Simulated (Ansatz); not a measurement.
Band edges of rocksalt MgSe (Fm-3m) under hydrostatic pressure

Cell and atoms are relaxed with PBEsol to each stress (compression positive); bands and masses by PBEsol with spin-orbit coupling, rigid bands (plane waves, PAW; Ansatz, a first-principles code).

```yaml
crystal:
  lattice:
    - [0.00000, 2.72489, 2.72489]
    - [2.72489, 0.00000, 2.72489]
    - [2.72489, 2.72489, 0.00000]
  atoms:
    - { symbol: Mg, position: [0.00000, 0.00000, 0.00000] }
    - { symbol: Se, position: [0.50000, 0.50000, 0.50000] }
```

| stress (GPa) | ln(V/V₀) (%) | gap (eV) | mean mₑ* |
|---|---|---|---|
| -2.00 | 3.31 | 1.586 | 0.29 |
| 0 | 0 | 1.636 | 0.29 |
| 2.00 | -2.91 | 1.681 | 0.30 |
| 5.00 | -6.72 | 1.738 | 0.30 |
| 10.00 | -12.06 | 1.816 | 0.30 |

 Masses are conductivity masses at 300 K in electron masses, harmonic means over x, y and z.

### Question
Estimate the bulk modulus from the two loads next to zero.

### Answer
B ≈ −Δp/Δln V = 4.00 GPa/6.22 % = 64 GPa (PBEsol), a mean over this interval.

### Question
How fast does the gap move on either side of zero load?

### Answer
Under tension, (1.586 − 1.636) eV over -2.00 GPa = 25 meV/GPa, or about -1.5 eV per unit ln V; under compression, (1.681 − 1.636) eV over 2.00 GPa = 23 meV/GPa, or about -1.5 eV per unit ln V. The two slopes part by 2 meV/GPa; gaps are resolved to about 0.01 eV, which allows 10 meV/GPa, so these rows don't tell them apart.

Masses are those of dilute carriers in rigid bands with one relaxation time, without polarons. Third decimals of gaps are kept for the arithmetic. Every relaxation keeps the rocksalt phase (space group Fm-3m under this load), so a transition, a distortion that breaks the symmetry or fracture can't show.
